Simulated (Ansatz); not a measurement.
The (113) surface of germanium, 1 pair of surface atoms bonded, H on 3 of 4 dangling bonds, none on a paired Ge at depth 0.0 Å (bottom of the slab: built like the top, H on every dangling bond, free)

All values below come from PBE (plane waves to 420 eV, PAW; Ansatz, an electronic-structure program).

Model: 35-atom slab, 13.8 Å thick at the start with caps and adatoms (thin: gaps and levels are the slab's own), 4x4x1 mesh, Fermi-Dirac 0.025 eV, dipole correction, 4 atoms held, the rest relaxed; no symmetry held; spin-polarised, ending with about 0.9 μB a cell, a value that depends on the mesh; orders that need a larger cell were not tried, no spin-orbit, no U. The slab shows no gap over 0.04 eV on its mesh. In PBE it is, or lies within 0.01 eV a 1x1 cell of, the lowest of the 2 structures of its composition computed so far; larger cells were not tried.

work function of the top face: 4.65 eV
energy released by relaxation: 0.70 eV
cost: very roughly 80 core-minutes
